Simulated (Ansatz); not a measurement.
Given:

```xyz
2
Lattice="2.9928 0.0000 0.0000 0.0000 2.9928 0.0000 0.0000 0.0000 2.9928" Properties=species:S:1:pos:R:3 pbc="T T T"
Al     1.4964     1.4964     1.4964
Os     0.0000     0.0000     0.0000
```

Computed with PBEsol, DFPT electron-phonon coupling, linearised Boltzmann equation (plane waves, PAW, scalar-relativistic; Ansatz, a first-principles code). How the cell was made: relaxed with this functional, without spin-orbit coupling.

Problem. Estimate the phonon-limited resistivity at 300 K, by direction if it differs.

Solution. 6.6 μΩ·cm.

Problem. And the electrons' mean free path at that temperature?

Solution. 9.1 nm, weighted by the current that each state carries. Wires not much wider than this gain resistivity from their walls.

A metal at this level (no band gap). Only scattering by harmonic phonons is included (no impurities, grain boundaries, electron-electron scattering or thermal expansion). Spin-orbit coupling is left out, which matters with elements this heavy. Halving the electron mesh (28x28x28) moves the resistivity by up to 7 % at 300 K, the mean free path by up to 4 %. Smearing 0.20 eV; phonons on a 5x5x5 q mesh, which this run doesn't test.

Computed structure with no diffraction record at hand here (it may be known, metastable or hypothetical): OsAl (Pm-3m).
